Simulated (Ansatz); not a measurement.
Start from Rh in the fcc (Cu type) structure (space group Fm-3m, No. 225; a = 3.802 Å; relaxed with 0.1 eV smearing). Axes: x, y, z lie along the cube axes.

Level of theory: r2SCAN (Ansatz, an electronic-structure program, PAW, no SOC).

For the base:

```
Quantity   Result
--------  -------
Pressure  0.0 GPa
```

The change: biaxial strain +1.67 %, plane normal [111], relaxed out of plane (Cartesian); in-plane vectors clamped, the third vector and the atoms free.

**Question.** What happens to the out-of-plane strain?

**Answer.** The out-of-plane strain is -0.91 %.

**Question.** Estimate the effect on the pressure.

**Answer.** The pressure (mean of the normal stresses, compression positive) goes from zero to -6.1 GPa.

No phonon test of stability was made. The final runs are not spin-polarised. Rh lies near a magnetic instability that expansion can trigger; it was not tested.
